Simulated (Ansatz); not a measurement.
# Pressure series in GaSb

Consider GaSb in the zinc blende structure (space group F-43m, No. 216; a = 6.2141 Å).

Cell and atoms are relaxed at each pressure.

Calculations: PBE/PAW in Ansatz (a first-principles code), without spin-orbit coupling, earlier PAW set.

**Question.** Only one of these has no band gap. Which?
A) pressure 7.5 GPa
B) pressure 10 GPa
C) pressure 0.7 GPa

**Answer.** C, pressure 0.7 GPa. Computed: pressure 7.5 GPa: 0.58 eV; pressure 10 GPa: 0.65 eV; pressure 0.7 GPa: zero

With Sb present, leaving out spin-orbit coupling can change the band edges. Load acts through the strain it causes; cell and atoms are relaxed under it. No phonon test of stability was made. Tetrahedral semiconductors of this kind turn to denser phases somewhere between about 1 and 50 GPa; those were not computed, so compressed cells here can lie past the real transition. The final runs are not spin-polarised. A zero or small gap of GaSb can be the functional's error rather than a property of the material.
